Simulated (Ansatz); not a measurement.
N on the Si site in 4H silicon carbide, relaxed from 2 sites or starts (the Si(h) site; the Si(k) site); at each charge the lowest end counts.

These are PBE, PAW (plane waves to 420 eV; Ansatz, a quantum-chemistry and plane-wave program) values and carry that method's errors. Set-up: 96-site cell; 2×2×2 shifted k-points; host gap 2.23 eV; charged states image-corrected; finite-size errors of tenths of an eV; flagged in the runs: for some of the defects a host whose relaxation on this sampling wasn't shown to rest, a strain field that reaches the edge of the cell.

```
charge                           neighbours at the lowest end (Å)  corrected energy + q E_VBM, against the first (eV)
------  ---------------------------------------------------------  --------------------------------------------------
+1                                 C 1.67, C 1.68, C 1.69, C 1.69                                                0.00
0       C 1.58, C 1.58, C 1.58, C 2.43, Si 2.83, Si 2.84, Si 2.85                                                1.17
−1      C 1.55, C 1.55, C 1.56, Si 2.59, Si 2.60, Si 2.61, C 2.78                                                2.79
```

Charges from +1 to −1 were run. The lines E(q) + q E_F give the stable charge, which changes above the valence-band maximum at (+1/0) at 1.17 eV; (0/−1) at 1.62 eV.
